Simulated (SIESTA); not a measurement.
A user runs SIESTA on TlSbS₂ (P4/mmm, 4 atoms in the cell) and asks whether the run is sound. The aim is a self-consistent single point with DFT, GGA PBEsol, numerical atomic orbitals DZP, PseudoDojo PBEsol standard norm-conserving potentials (rewritten from UPF to PSML).

Cell that was meant: a = 4.1227 Å, b = 4.1227 Å, c = 5.8268 Å, α = 90.00°, β = 90.00°, γ = 90.00°.

Part of the input:

```
# files in the folder: Tl.psml Sb.psml S.psml (PseudoDojo PBEsol standard)
SystemName  TlSbS3
SystemLabel TlSbS2

NumberOfAtoms                5
NumberOfSpecies              3
%block ChemicalSpeciesLabel
  1 81 Tl
[...]
     3.895386947    3.895386947    5.505509194  2
     0.000000000    0.000000000    5.505509194  3
     3.895386947    3.895386947    0.000000000  3
     4.399364319    4.550240447    0.458190497  3
%endblock AtomicCoordinatesAndAtomicSpecies

XC.functional                GGA
```

Output (repeated stretches shortened):

```
reinit: Reading from file input.fdf

reinit: System Name: TlSbS3
reinit: System Label: TlSbS2

   [... lines left out ...]
siesta: WARNING: Atoms   614   615 too close: rij =    0.500000 Ang
siesta: WARNING: Atoms   619   620 too close: rij =    0.500000 Ang
siesta: WARNING: Atoms   624   625 too close: rij =    0.500000 Ang
new_DM -- step:     1
Initializing Density Matrix...

Attempting to read DM from file... Failed...
DM filled with atomic data:

InitMesh: MESH = 50 x 50 x 72 = 180000
InitMesh: Mesh cutoff (required, used) =   400.000   406.517 Ry

stepf: Methfessel-Paxton step function
       Using Hermite-Gauss polynomials of order  0
        iscf     Eharris(eV)        E_KS(eV)     FreeEng(eV)     dDmax    Ef(eV) dHmax(eV)
   scf:    1    -4426.226995    -4505.452571    -4505.456470 11.049168 -5.873648 22.091923
   scf:    2    -4519.955833    -4525.040477    -4525.043966  4.137527 -4.885871  6.086810
   scf:    3    -4527.589557    -4527.574283    -4527.578206  0.253848 -4.843438  2.972628
   scf:    4    -4525.651956    -4527.722544    -4527.728387  1.460889 -4.630205  3.528429
   scf:    5    -4527.569460    -4528.336519    -4528.340394  0.769026 -4.806905  1.395483
   [... 3 lines left out ...]
   scf:    9    -4528.506978    -4528.506921    -4528.510888  0.008712 -4.795011  0.011713
   scf:   10    -4528.506936    -4528.506929    -4528.510894  0.000372 -4.794936  0.005915
   scf:   11    -4528.506940    -4528.506935    -4528.510897  0.000551 -4.794869  0.001803
   scf:   12    -4528.506936    -4528.506936    -4528.510898  0.000089 -4.794816  0.000705
SCF Convergence by DM+H criterion
max |DM_out - DM_in|         :     0.0000892893
max |H_out - H_in|      (eV) :     0.0007048003
SCF cycle converged after 12 iterations

Using DM_out to compute the final energy and forces

siesta: E_KS(eV) =            -4528.5069

siesta: E_KS - E_eggbox =     -4528.5069

siesta: Atomic forces (eV/Ang):
     1    1.125961    1.017635    0.046547
     2    0.034274    0.056550   -0.266085
     3    0.020898    0.006827   -0.014896
     4 -977.428004-1269.814129 -889.591423
     5  976.247043 1268.733056  889.827105
   Tot    0.000172   -0.000060    0.001249
   Max 1269.814129
   Res  669.014342    sqrt( Sum f_i^2 / 3N )
   Max 1269.814129    constrained

   [... lines left out ...]
siesta: FreeEng =     -4528.510898
   [... lines left out ...]
siesta:    -3.449040   -4.367315   -3.122948
siesta:    -2.405032   -3.122944   -2.104143

siesta: Cell volume =         99.035771 Ang**3

siesta: Pressure (static):
siesta:                Solid            Molecule  Units
siesta:           0.03277699         -0.00059915  Ry/Bohr**3
siesta:           3.00944472         -0.05501123  eV/Ang**3
siesta:        4821.66201966        -88.13770694  kBar
```

Question: Is this run sound? If not, what is wrong?

Answer: The run is not sound. The fault is one atom entered twice. Two nuclei at or near one point give a huge ion-ion repulsion and overlapping cores, and the electron count is too high as well. To fix it, remove the duplicate atom. The run converged in 12 iterations without an error; against the sound input the pressure goes from -2.73 to 482.2 GPa and the largest force goes from 0.000 to 1833 eV/Å. The full log also holds: “siesta: WARNING: Atoms     4     5 too close: rij =    0.500000 Ang” and “siesta: WARNING: Atoms     9    10 too close: rij =    0.500000 Ang”.

The sound input it was made from differs as follows (other fixes are possible):
```diff
-SystemName  TlSbS3
+SystemName  TlSbS2
-NumberOfAtoms                5
+NumberOfAtoms                4
-     4.399364319    4.550240447    0.458190497  3
```

With that input, the run converged in 9 iterations: free energy E − TS -4720.0578 eV; Fermi level (on the code's own zero) -4.26 eV; pressure -2.73 GPa (DFT, GGA PBEsol, numerical atomic orbitals DZP, PseudoDojo PBEsol standard norm-conserving potentials (rewritten from UPF to PSML)).

On the sound input: the starting cell comes from a database of computed structures (which also holds hypothetical and non-ambient phases and stackings), without a prior relaxation at this level. Values carry the incompleteness of an atom-centred basis. The run gives no clean gap (levels at the Fermi energy touch, overlap or are partly filled at this smearing), which alone does not show that the compound is a metal.
